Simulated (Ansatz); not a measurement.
AlB2-type HfB2

The numbers are results of PBE0 (Ansatz, a program for electronic structure, plane waves, PAW), not measurements.

Numerical settings: plane-wave cutoff 460 eV, 12×12×8 k mesh (along the axes of the cell as run), Fermi–Dirac smearing 0.05 eV, scalar-relativistic PAW data made under PBE.

Cell (relaxed at this level):

```xyz
3
Lattice="1.5671 -2.7144 0.0000 1.5671 2.7144 0.0000 0.0000 0.0000 3.4772" Properties=species:S:1:pos:R:3 pbc="T T T"
Hf     0.0000     0.0000     0.0000
B      1.5671     0.9048     1.7386
B      1.5671    -0.9048     1.7386
```

```json
{
  "lattice_constant_a": "3.134 Å",
  "c axis length": "3.477 Å"
}
```

Measured, for comparison: lattice constant a 3.14 Å, lattice parameter c 3.48 Å (temperature not stated, copied from a table, unchecked, not corrected to a static lattice; as tabulated in Journal of Nuclear Materials 21, 14 (1967)). Computed (rounded) less measured: lattice constant a not scored (unchecked), lattice parameter c not scored (unchecked).

Spin–orbit coupling is not included.

Cost on a shared machine: about 60 core-minutes (a rough figure).
